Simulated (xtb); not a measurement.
xtb 6.7.1, GFN2-xTB: Pd(OH)(SH)(phen) ([OH][Pd]1([SH])<-[n]2cccc3ccc4ccc[n]->1c4c32), 27 atoms. The geometry is a generated start, not checked to be a minimum at this level.

```
Property                                                                                                       Result
------------------------  -------------------------------------------------------------------------------------------
method                                                                                                       GFN2-xTB
--acc                                                                                                     1 (default)
--etemp (K)                                                                                             300 (default)
detailed input (--input)  none: ANC optimiser, Lindh (1995) Hessian, microcycle=20, maxdispl=1.0, hlow=0.01 (default)
basis functions                                                                                                    90
valence electrons                                                                                                  90
```

```xyz
27

Pd    -0.5412     2.3311    -0.1095
O      0.4988     3.9759    -0.1305
H     -0.1012     4.7288    -0.1955
S     -2.4759     3.6035    -0.0738
H     -2.6193     3.3198     1.2392
C      3.4705     0.4867    -0.0332
C      3.1390    -0.8489     0.0303
C      1.7859    -1.2216     0.0333
C      1.3290    -2.5697     0.0847
C      0.0049    -2.8601     0.0618
C     -0.9845    -1.8356    -0.0075
C     -2.3629    -2.0937    -0.0487
C     -3.2338    -1.0255    -0.1189
C     -2.7394     0.2742    -0.1384
N     -1.4397     0.5558    -0.0950
C     -0.5664    -0.4876    -0.0383
C      0.8277    -0.1850    -0.0247
N      1.1800     1.1180    -0.0845
C      2.4558     1.4472    -0.0907
H      4.5018     0.8011    -0.0398
H      3.9016    -1.6127     0.0748
H      2.0666    -3.3569     0.1377
H     -0.3332    -3.8853     0.0940
H     -2.7236    -3.1110    -0.0286
H     -4.2998    -1.1828    -0.1579
H     -3.4100     1.1255    -0.1983
H      2.6693     2.5087    -0.1420
```

Charge 0 and multiplicity 1 are set for this test and not shown to be the ground state.

The structure is relaxed from this start with --opt LEVEL for the levels crude, sloppy, loose, lax, normal, tight, vtight, extreme, once each. Up to the end of the extreme run atoms move by at most 1.3 Å along an axis.

Problem. Which level is enough to come within 20 meV of the tightest end point?

Solution. lax: 32 cycles against 53, ending 1.5 meV above.

| level | cycles | energy above the extreme run (meV) | gradient norm (eV/Å) |
|---|---|---|---|
| crude | 1 | 82 | 0.20 |
| sloppy | 1 | 82 | 0.20 |
| loose | 1 | 82 | 0.20 |
| lax | 32 | 1.5 | 0.11 |
| normal | 39 | 0.57 | 0.033 |
| tight | 49 | under 0.01 | 0.0055 |
| vtight | 52 | under 0.01 | 0.0031 |
| extreme | 53 | — | 0.0018 |
